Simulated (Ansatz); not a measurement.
# ZnS under a change: pressure 0.9 GPa

Start from ZnS in the zinc blende structure (space group F-43m, No. 216; a = 5.443 Å).

The change: a hydrostatic pressure of 0.9 GPa.

The values are results of plane-wave PAW DFT at the PBE level (Ansatz, a program for electronic structure, 420 eV), no spin-orbit coupling, not measurements. Γ-centred 10×10×10 mesh, Fermi–Dirac width 0.05 eV.

The volume per atom falls by 0.25 Å³ (20.16 Å³ → 19.91 Å³) and the lattice parameter a shrinks by 0.0228 Å, from 5.443 Å to 5.421 Å. The shortest interatomic distance shrinks by 0.010 Å (2.357 Å → 2.347 Å) and the enthalpy H = E + PV relative to the base's energy comes out as +0.11 eV/atom. The band gap goes up by 0.05 eV, from 2.02 eV to 2.07 eV and the gap character stays direct at Γ. The width of the top valence band grows by 0.05 eV to 2.68 eV and the electron mass is still 0.17 mₑ (at Γ). The valley order (the lowest conduction-band minima on the path, energy above the VBM, named in the base's zone) goes from Γ 2.02 eV; L along ⟨111⟩ 3.26 eV; X along ⟨100⟩ 3.45 eV to Γ 2.07 eV; L along ⟨111⟩ 3.29 eV; X along ⟨100⟩ 3.42 eV.

Load acts through the strain it causes; cell and atoms are relaxed under it. Masses are band curvatures over ±0.01 Å⁻¹ around the edge. No phonon test of stability was made.
